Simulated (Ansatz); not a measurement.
What biaxial strain +2.50 %, plane normal [001], relaxed out of plane does to MgTe

The parent structure is MgTe in the zinc blende structure (space group F-43m, No. 216; a = 6.439 Å). Axes: x, y, z lie along the cube axes.

One thing is altered: biaxial strain +2.50 %, plane normal [001], relaxed out of plane (Cartesian); in-plane vectors clamped, the third vector and the atoms free.

Method: PBEsol/PAW in Ansatz (a program for electronic structure), no spin-orbit coupling. Settings: 9×9×9 k-points, 0.05 eV Fermi–Dirac smearing.

The volume per atom rises by 0.40 Å³ (33.38 Å³ → 33.78 Å³) and the space group becomes I-4m2 (No. 119) (base: F-43m (No. 216)). The shortest interatomic distance increases by 0.014 Å, from 2.788 Å to 2.802 Å and the energy grows by 4.0 meV/atom. The band gap decreases by 0.17 eV, from 2.35 eV to 2.18 eV and the gap character stays direct at Γ. The electron mass remains 0.16 mₑ (at Γ) and the valence-band top at Γ (three highest levels, from the VBM) goes from 0.00, 0.00, 0.00 eV to 0.00, -0.15, -0.15 eV. The out-of-plane strain is -3.67 % and the ratio −ε⊥/ε∥ is 1.47. The mean in-plane stress (compression positive) amounts to -0.7 GPa.

Final structure (turned so that z lies along the plane normal):

```
MgTe
1.0
    4.66710     0.00000     0.00000
    0.00000     4.66710     0.00000
    2.33355    -2.33355     3.10153
Mg Te
1 1
Cartesian
  0.00000   0.00000   0.00000
  4.66710   2.33355   1.55076
```

Spin-orbit coupling, missing from the scalar runs, can matter with Te. Masses are band curvatures over ±0.01 Å⁻¹ around the edge. Whether these cells are dynamically stable was not tested. Labels are those of the standard path for the cell's own space group.
